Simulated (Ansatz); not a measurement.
Data:

```
MgSe
1.0
    3.95337     0.00000     0.00000
    1.97668     3.42372     0.00000
    1.97668    -1.14124     3.12403
Se Mg
1 1
Direct
  0.00000   0.00000   0.00000
  0.00000   0.50000   0.50000
```

No spin polarisation.

Level of theory: r2SCAN in Ansatz (plane waves to 500 eV, PAW, no spin-orbit coupling). k-mesh 10×10×10 (Γ-centred); smearing 0.05 eV (Fermi–Dirac).

Q: Predict the band gap and valence-band top at Γ.

A: Band gap: 2.21 eV
Valence-band top at Γ (three highest levels, from the VBM): 0.00, -0.30, -0.30 eV

The cells carry an imposed strain or load. Whether these cells are dynamically stable was not tested. The cell was made from MgSe in the rock salt structure (space group Fm-3m, No. 225) by this change: biaxial strain +2.17 %, plane normal [111], relaxed out of plane.

Ansatz is a quantum-chemistry and plane-wave program.
